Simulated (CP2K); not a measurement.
A self-consistent single point of Bi (R-3m, 2 atoms in the cell) with CP2K.

Computed with PBEsol, GPW, TZVP-MOLOPT-SR-GTH basis, GTH-PBE potentials (GTH_POTENTIALS) (CP2K 2026.2).

```yaml
crystal:
  lattice:
    - [4.81632, 0.00000, 0.00000]
    - [2.60346, 4.05202, 0.00000]
    - [2.60346, 1.42178, 3.79440]
  atoms:
    - { symbol: Bi, position: [0.23400, 0.23400, 0.23400] }
    - { symbol: Bi, position: [0.76600, 0.76600, 0.76600] }
```

Reference input (self-consistent single point, DFT PBE, GPW, TZVP-MOLOPT-SR-GTH basis, GTH-PBE potentials (GTH_POTENTIALS)): CUTOFF = 400 Ry; REL_CUTOFF = 60 Ry; SMEAR/METHOD = GAUSSIAN; SIGMA = 0.272 eV; KPOINTS/SCHEME = MONKHORST-PACK 9 9 9; XC_FUNCTIONAL = PBE; Bi/BASIS_SET = TZVP-MOLOPT-SR-GTH-q5; Bi/POTENTIAL = GTH-PBE-q5; METHOD = GPW; EPS_DEFAULT = 1e-10; NGRIDS = 4; SCF_GUESS = ATOMIC. This run's input differs from it in these lines:

```diff
@@ -42,3 +42,6 @@
     &XC
-      &XC_FUNCTIONAL PBE
+      &XC_FUNCTIONAL
+        &PBE
+          PARAMETRIZATION PBESOL
+        &END PBE
       &END XC_FUNCTIONAL
```

Log, with long lists cut:

```
 SCF WAVEFUNCTION OPTIMIZATION

  Step     Update method      Time    Convergence         Total energy    Change
     1 NoMix/Diag. 0.20E+00      -     0.42359291       -11.0661345052 -1.11E+01
     2 Broy./Diag. 0.20E+00      -     0.02488021       -11.1976892800 -1.32E-01
     3 Broy./Diag. 0.20E+00      -     0.10362153       -11.0698112952  1.28E-01
     4 Broy./Diag. 0.20E+00      -     0.00084631       -11.0501521571  1.97E-02
     5 Broy./Diag. 0.20E+00      -     0.00230877       -11.0506771001 -5.25E-04
     6 Broy./Diag. 0.20E+00      -     0.00013004       -11.0512546285 -5.78E-04
     7 Broy./Diag. 0.20E+00      -     0.00019907       -11.0512977667 -4.31E-05
     8 Broy./Diag. 0.20E+00      -     0.00000230       -11.0513227639 -2.50E-05
     9 Broy./Diag. 0.20E+00      -     0.00000265       -11.0513189651  3.80E-06
    10 Broy./Diag. 0.20E+00      -     0.00000033       -11.0513179356  1.03E-06
  *** SCF run converged in    10 steps ***

  Overlap energy of the core charge distribution:               0.00000000007099
  Self energy of the core charge distribution:                -23.31361915486596
  Core Hamiltonian energy:                                      4.48123616707299
  Hartree energy:                                              10.43917104795981
  Exchange-correlation energy:                                 -2.65776679695832
  Smearing free energy correction:                             -0.00033919883887
  Fermi energy:                                                 0.13981926938167

  Total energy:                                               -11.05131793555960
  Total energy (extrapolated to sigma->0):                    -11.05114833614017

   [... lines left out ...]

 STRESS| Analytical stress tensor [bar]
 STRESS|                        x                   y                   z
 STRESS|      x       -1.02948739377E+04   1.25311082733E+03   8.69542747372E+02
 STRESS|      y        1.25311082733E+03  -1.19050528390E+04   4.74793201468E+02
 STRESS|      z        8.69542747372E+02   4.74793201468E+02  -1.22606138369E+04
 STRESS| 1/3 Trace                                            -1.14868468712E+04
```

The run converged in 10 iterations. Against the reference run the pressure goes from -0.25 to -1.15 GPa and the largest force goes from 0.061 to 0.020 eV/Å.

The starting cell has typed, rounded lattice constants, without a prior relaxation at this level. Its lattice was rescaled by a random factor within 2.5 % of one. Values carry the incompleteness of an atom-centred basis. The potentials were made for another functional than the one used.
